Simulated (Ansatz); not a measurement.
## PBE against PBEsol: hypothetical I4/mmm Ge

Take Ge (space group I4/mmm, No. 139; a = 7.051 Å, c = 4.073 Å; a hypothetical phase, not in the database extracts checked) as the base.

(Cell as relaxed with PBE.)

Levels (all Ansatz, a quantum-chemistry and plane-wave program, PAW): PBE (420 eV, spin-orbit coupling left out); PBEsol (420 eV, spin-orbit coupling left out).

Each level relaxes its own structure.

```tsv
quantity	PBE	PBEsol
volume per atom	25.31 Å³	24.21 Å³
lattice parameter a	7.051 Å	6.948 Å
lattice parameter c	4.073 Å	4.011 Å
band gap	zero	zero
```

PBE's volume per atom lies 1.107 Å³ above PBEsol's (4.6 %); PBE's lattice parameter a lies 0.103 Å above PBEsol's (1.5 %); PBE's lattice parameter c lies 0.062 Å above PBEsol's (1.5 %); the two agree on the band gap. Neither level is exact; PBEsol is the comparison here, not a measurement.

Stability against distortions was not tested.
